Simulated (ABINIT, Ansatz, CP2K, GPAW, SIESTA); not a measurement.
Code comparison for HfO2 (Fm-3m, 3 atoms in the cell)

Band-structure calculation.

```
CELL_PARAMETERS angstrom
      0.00000     2.54178     2.54178
      2.54178     0.00000     2.54178
      2.54178     2.54178     0.00000
ATOMIC_POSITIONS crystal
  Hf 0.00000 0.00000 0.00000
  O  0.25000 0.25000 0.25000
  O  0.75000 0.75000 0.75000
```

Shared settings, as Ansatz (an electronic-structure program) writes them: kpoints.mp_grid.grid = 9 9 9; scf.occupations.method = fermi_dirac; scf.occupations.width = 0.02 eV. Potentials and cutoffs stand in the table.

```csv
code,model,gap along the path (eV),smallest direct gap (eV),cutoff
ABINIT,"PBE, norm-conserving pseudopotentials (PseudoDojo nc-sr-05 PBE standard)",3.82,3.82,84 Ry
GPAW,"PBE, GPAW PAW datasets PBE (gpaw-data 1.0.1)",3.78,3.78,950 eV
SIESTA,"GGA PBE, numerical atomic orbitals DZP, PseudoDojo PBE standard norm-conserving potentials (rewritten from UPF to PSML)",3.66,3.70,grid 400 Ry
CP2K,"PBE, GPW, DZVP-MOLOPT-PBE-GTH basis, GTH-PBE potentials (POTENTIAL_UZH)",3.96,3.96,grid 500 Ry
Ansatz,"PBE, default PAW files",3.77,3.77,default
```

On Ansatz's run: spin-orbit coupling is off.

The spread over the programs that give each value: gap along the path within 0.30 eV; smallest direct gap within 0.26 eV.

SIESTA and CP2K use small atom-centred bases, whose incompleteness enters pressures, forces and empty levels differently from a plane-wave cutoff.

In the gap along the path, CP2K stands apart from the plane-wave programs.

The starting cell has typed, rounded lattice constants, without a prior relaxation at this level. Its lattice was rescaled by a random factor within 2.5 % of one.

Left out of this page: Quantum ESPRESSO and Elk (not drawn, or without a comparable value).

Keys are those of Ansatz 0.2.
